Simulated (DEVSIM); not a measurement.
System: Al0.1Ga0.9As/GaAs p-n heterojunction, at 250 K.

Layer 1 from the left is Al0.1Ga0.9As, thickness (μm) 0.150, Na (cm⁻³) 2.2e16, τn (s) 4.9e-10, τp (s) 4.9e-10. Layer 2 from the left is GaAs, thickness (μm) 8.40, Nd (cm⁻³) 1.5e16, τn (s) 4.9e-10, τp (s) 4.9e-10.

Left contact: ohmic. Right contact: ohmic. Voltage is applied to the left contact. Recombination: SRH at mid-gap, radiative. Mobility is μmin + (μ − μmin)/(1 + (N/Nref)^α).

The device is made up for the run: typed textbook-type constants, with dimensions and the other settings drawn at random. Values at 300 K; Nc and Nv go as T^1.5, mobilities as T to minus their exponent, the gap by Varshni's rule with the affinity fixed.

Al0.1Ga0.9As: gap (eV) 1.5487, affinity (eV) 3.991, permittivity 12.62, Nc (cm⁻³) 5.17e17, Nv (cm⁻³) 9e18, μn (cm²/Vs) 6520, μp (cm²/Vs) 317, μn,min 500, μp,min 20, Nref,n 6e16, Nref,p 1.5e17, αn 0.39, αp 0.38, T exponent of μn 2.1, T exponent of μp 2.2, B (cm³/s) 2e-10, Varshni α (eV/K) 0.000541, Varshni β (K) 204. GaAs: gap (eV) 1.424, affinity (eV) 4.07, permittivity 12.9, Nc (cm⁻³) 4.7e17, Nv (cm⁻³) 9e18, μn (cm²/Vs) 8500, μp (cm²/Vs) 400, μn,min 500, μp,min 20, Nref,n 6e16, Nref,p 1.5e17, αn 0.39, αp 0.38, T exponent of μn 2.1, T exponent of μp 2.2, B (cm³/s) 2e-10, Varshni α (eV/K) 0.000541, Varshni β (K) 204.

Model (solved in DEVSIM): 1D drift-diffusion, Boltzmann statistics, complete ionisation; no tunnelling, impact ionisation, image-force lowering or self-heating. Band offsets follow the typed affinities; no thermionic-emission limit at abrupt steps, no polarisation charge.

Task: What does the simulation give for the dark forward voltage at 1 A/cm², the dark forward voltage at 100 A/cm²?

Result: dark forward voltage at 1 A/cm² 1.104 V; dark forward voltage at 100 A/cm² 1.227 V.
